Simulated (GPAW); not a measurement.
Band structure of SbAs (R3m, 2 atoms in the cell).

```xyz
2
Lattice="2.0327 1.1736 3.7166 -2.0327 1.1736 3.7166 0.0000 -2.3472 3.7166" Properties=species:S:1:pos:R:3 pbc="T T T"
Sb     0.0000     0.0000     2.5544
As     0.0000     0.0000     8.5953
```

Level of theory: PBEsol, GPAW PAW datasets PBEsol (made by gpaw-setup) (plane waves; GPAW).

Settings: mode = pw; ecut = 550 eV; xc = PBEsol; kpts = 7 7 7; mesh shift (steps) = 0 0 0; occupations.name = fermi-dirac; occupations.width = 0.1 eV; nbands = -10; symmetry.symmorphic = false; symmetry.tolerance = 0.0005; maxiter = 150; bandpath_npoints = 40.

The starting cell comes from a database of computed structures (which also holds hypothetical and non-ambient phases and stackings), without a prior relaxation at this level. Spin-orbit coupling is off. The run gives no clean gap (levels at the Fermi energy touch, overlap or are partly filled at this smearing), which alone does not show that the compound is a metal.

Levels in eV from the Fermi level, bands 7 to 14:
| point | 7 | 8 | 9 | 10 | 11 | 12 | 13 | 14 |
|---|---|---|---|---|---|---|---|---|
| Γ | -5.53 | -2.26 | -1.81 | -1.81 | 1.85 | 2.84 | 2.84 | 6.06 |
| L | -9.85 | -2.34 | -2.32 | -0.50 | -0.20 | 0.43 | 1.09 | 7.78 |
| Z | -9.18 | -1.48 | -1.48 | -0.67 | 0.68 | 0.68 | 1.50 | 7.13 |
| F | -8.58 | -5.46 | -3.81 | -3.67 | 1.55 | 4.99 | 5.90 | 6.62 |
| P1 | -9.04 | -5.48 | -3.29 | -2.76 | 2.20 | 3.48 | 5.14 | 5.80 |
| P | -9.04 | -5.48 | -3.29 | -2.76 | 2.20 | 3.48 | 5.14 | 5.80 |

Bands cross the Fermi level along this path, so the cell is metallic at this level.
